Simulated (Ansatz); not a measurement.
We consider CsGeI₃ (within 0.1 Å of R3m, No. 160, 5 atoms in the cell; start mp-28377), described by r²SCAN (PAW; Ansatz, a first-principles code).

Run with plane-wave cutoff 500 eV, 8×8×8 k mesh, Fermi–Dirac smearing 0.05 eV, scalar-relativistic PAW data made under PBE.

Cell (relaxed at this level):

Space group R3m, hexagonal axes (No. 160); a = b = 8.4444 Å, c = 10.8185 Å, α = β = 90.00°, γ = 120.00°

```
atom  site  symmetry       x       y       z
----  ----  --------  ------  ------  ------
Cs      3a        3m  0.0000  0.0000  0.9084
Ge      3a        3m  0.0000  0.0000  0.3732
I       9b        .m  0.1636  0.3272  0.2476
```
(The calculation used a cell of 5 atoms; values per cell refer to that cell.)

Q: Predict the band gap.

A: 
- band gap = 1.14 eV (on the SCF k mesh)

Spin–orbit coupling is not included; with these elements it can move the gap by several tenths of an eV or more.

Computed values are for the static lattice.

A start named mp-… is a Materials Project structure, which need not be a measured phase.
